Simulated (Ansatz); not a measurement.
For GaSnO₃ (model structure, started from the PbTiO3 type, P4mm, No. 99, 5 atoms in the cell), PBEsol in Ansatz (plane waves, PAW) gives:

* **equilibrium lattice constant a**: 3.585 Å
* **lattice parameter c**: 4.778 Å
* **cohesive energy**: 4.85 eV/atom

What does r²SCAN+rVV10 (plane waves, PAW; Ansatz, a program for electronic structure) give for the same quantities?


- lattice constant a: 3.578 Å (drops by 0.2 %)
- lattice parameter c: 4.732 Å (shrinks by 1.0 %)
- cohesive energy: 4.63 eV/atom (falls by 0.22 eV/atom)

Changes are worked out from the printed values.

Unless a cell is named, each level is at its own relaxed cell (PBEsol 12.28, r²SCAN+rVV10 12.12 Å³/atom).

Levels without +SOC leave out spin–orbit coupling, which shifts energies and cells of such heavy elements.

Ansatz's density-functional and Hartree–Fock values are scalar-relativistic unless marked +SOC, with PAW data made under PBE.

A model structure was made by putting elements into a prototype or built by hand; it is no filed structure, need not be a known phase, and can be a saddle point held by its symmetry.
